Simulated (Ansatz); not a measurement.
# Step by step: formation energy of the neutral Si_i in SiO2 (quartz, P3₁21)

Subject: the formation energy of the neutral Si_i in SiO2 (quartz, P3₁21). Reaction: Si (diamond) + 24 SiO2 (quartz) → cell A.

A: a supercell of 72 sites of SiO2 (quartz, P3₁21) with Si off the lattice sites (2 O at 1.97 Å and 2 Si at 2.43 Å); spin state with PBE: run without spin.

Method: Ansatz (a program for electronic structure), PAW, neutral cells at 0 K with nuclei at rest, on structures from PBE. Ansatz runs with its default PAW set. Other levels take these structures. The lattices are those relaxed with PBE, so at other levels the solids can be strained. Larger cells are relaxed from a start prepared with the learned potential CHGNet, on a coarser mesh till forces fall under 0.03 eV/Å, which some starts already meet. A dispersion term (D3(BJ), or D4 for r2SCAN) was computed beside these levels and is taken off wherever the name lacks it. The PAW files were made for PBE and serve at the other functionals too. Space groups of crystals are read within 0.01 Å. Mesh and cell size may move defect energies by 0.1 eV or more. The value holds for the reservoirs listed; other chemical potentials shift it. Cell A has symmetry C2 within 0.02 Å and got no random move, so less symmetric positions, which may lie lower, weren't tried.

Total energies of the cells in eV, at zero smearing width. They compare only within one column; the weights balance every element.

```csv
cell,atoms,weight,r2SCAN
A: SiO2:Si_i,73,+1,-43354.49431
Si (diamond),2,−1/2,-1278.13039
SiO2 (quartz),72,−1,-42721.76013
```

r2SCAN: (-43354.49431) − 1/2 × (-1278.13039) − (-42721.76013) = 6.331 eV.
